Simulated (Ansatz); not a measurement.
# BAs, response to strain

Take BAs in the zinc blende structure (space group F-43m, No. 216) as the base.

```
CELL_PARAMETERS angstrom
      0.00000     2.38393     2.38393
      2.38393     0.00000     2.38393
      2.38393     2.38393     0.00000
ATOMIC_POSITIONS crystal
  As 0.75000 0.75000 0.75000
  B  0.00000 0.00000 0.00000
```

Cartesian axes are those of the cell as printed.

Strains are applied to the cell and any free atomic positions relax; under biaxial strain the out-of-plane vector relaxes too.

Calculations: plane-wave PAW DFT at the PBEsol level (Ansatz, a program for electronic structure, 420 eV), no spin-orbit coupling.

Candidates:
(a) isotropic strain +1.45 %
(b) isotropic strain +2.60 %
(c) uniaxial strain ε_yy = +0.87 %
(d) biaxial strain −1.08 %, plane normal [001], relaxed out of plane

Notes on the quantities. energy relative to the base: free energy F.

Problem. Order them by energy relative to the base, highest first.

Solution. (b) isotropic strain +2.60 % (+33 meV/atom), (a) isotropic strain +1.45 % (+11 meV/atom), (d) biaxial strain −1.08 %, plane normal [001], relaxed out of plane (+3.2 meV/atom), (c) uniaxial strain ε_yy = +0.87 % (+0.9 meV/atom)

Whether these cells are dynamically stable was not tested.
